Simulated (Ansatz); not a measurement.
The parent structure is BN in the wurtzite structure (space group P6_3mc, No. 186; a = 2.5545 Å, c = 4.2246 Å). Axes: x lies along a and z along c of the hexagonal cell.

Computed with PBE (Ansatz, a first-principles code, PAW, scalar-relativistic without spin-orbit coupling).

Strains are applied to the cell and any free atomic positions relax; under biaxial strain the out-of-plane vector relaxes too.

One change was made to it. Results:

```tsv
quantity	base	after
electron mass	0.31 mₑ along c, 0.51 mₑ across (at K)	0.31 mₑ out of plane, 0.50 mₑ in plane (at K)
width of the top valence band	5.37 eV	5.52 eV
band gap	5.23 eV	5.06 eV
```

Problem. Which of these changes matches the shifts?
A. biaxial strain −1.80 %, plane normal [001], relaxed out of plane
B. biaxial strain −1.20 %, plane normal [001], relaxed out of plane
C. biaxial strain −3.00 %, plane normal [001], relaxed out of plane
D. biaxial strain −0.60 %, plane normal [001], relaxed out of plane

Solution. A, biaxial strain −1.80 %, plane normal [001], relaxed out of plane. For comparison, the band gap in the other runs: biaxial strain −0.60 %, plane normal [001], relaxed out of plane gives 5.18 eV; biaxial strain −1.20 %, plane normal [001], relaxed out of plane gives 5.12 eV; biaxial strain −3.00 %, plane normal [001], relaxed out of plane gives 4.92 eV.

Effective masses come from finite differences of ±0.01 Å⁻¹. Whether these cells are dynamically stable was not tested.
